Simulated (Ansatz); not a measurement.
The parent structure is MoSi$_{2}$ (space group I4/mmm, No. 139; a = 3.190 Å, c = 7.822 Å; relaxed with 0.1 eV smearing).

Method: PBEsol/PAW in Ansatz (a first-principles code), without spin-orbit coupling.

For the base:

```
Property   Result
--------  -------
Pressure  0.0 GPa
Band gap     zero
```

Modification: an isotropic linear strain of +0.50 %; the atoms relax in the strained cell.

Q: What happens to the energy relative to the base, pressure and band gap?

A: The energy grows by 2.0 meV/atom; the pressure (mean of the normal stresses, compression positive) goes from zero to -3.2 GPa; the band gap stays zero.

Whether these cells are dynamically stable was not tested. The final runs are not spin-polarised.
